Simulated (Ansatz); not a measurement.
Effect of biaxial strain +2.46 %, plane normal [001], relaxed out of plane on WSe2

Consider WSe$_{2}$ in the 2H-MoS2 type structure (space group P6_3/mmc, No. 194; a = 3.300 Å, c = 13.147 Å; layered, stacked along the Cartesian z axis). Axes: x lies along a and z along c of the hexagonal cell.

The change: tensile biaxial strain of 2.46 % in the plane normal to [001], as in epitaxy on a mismatched substrate; the out-of-plane cell vector and the atoms relax.

The values are results of r2SCAN+rVV10/PAW in Ansatz (an electronic-structure program), without spin-orbit coupling, earlier PAW set, not measurements. Γ-centred 11×11×3 mesh, Fermi–Dirac width 0.05 eV.

- Volume per atom = 21.45 Å³ (base 20.66 Å³)
- Space group = P6_3/mmc (No. 194) (base P6_3/mmc (No. 194))
- Shortest interatomic distance = 2.547 Å (base 2.530 Å)
- Pressure (mean of the normal stresses, compression positive) = -3.64 GPa (base -0.01 GPa)
- Band gap = 0.88 eV (base 1.12 eV)
- Gap character = indirect, Γ → K (base indirect, Γ → k = (0.182, 0.182, 0) in the run's primitive reciprocal basis)
- Smallest direct gap = 1.33 eV (base 1.61 eV)
- Width of the top valence band = 1.62 eV (base 1.58 eV)
- Hole mass = 1.3 mₑ out of plane, 0.60 mₑ in plane (at Γ) (base 0.96 mₑ along c, 0.77 mₑ across (at Γ))
- Valence-band top at Γ (three highest levels, from the VBM) = 0.00, -0.92, -1.15 eV (base 0.00, -1.06, -1.29 eV)
- Out-of-plane strain = -1.09 %
- Ratio −ε⊥/ε∥ = 0.44
- Mean in-plane stress (compression positive) = -5.5 GPa

Final structure (turned so that z lies along the plane normal):

```
WSe2
1.0
    3.38069     0.00000     0.00000
    1.69034     2.92776     0.00000
    0.00000     0.00000    13.00423
W Se
2 4
Cartesian
  1.69034   0.97592   3.25106
  3.38069   1.95184   9.75317
  1.69034   0.97592   8.11617
  3.38069   1.95184   1.61405
  3.38069   1.95184   4.88806
  1.69034   0.97592  11.39017
```

Cost of the whole job for the changed cell (relaxation, final SCF and bands): around 3 core-minutes (rough).

With W present, leaving out spin-orbit coupling can change the band edges. Masses are band curvatures over ±0.01 Å⁻¹ around the edge. Stability against distortions was not tested.
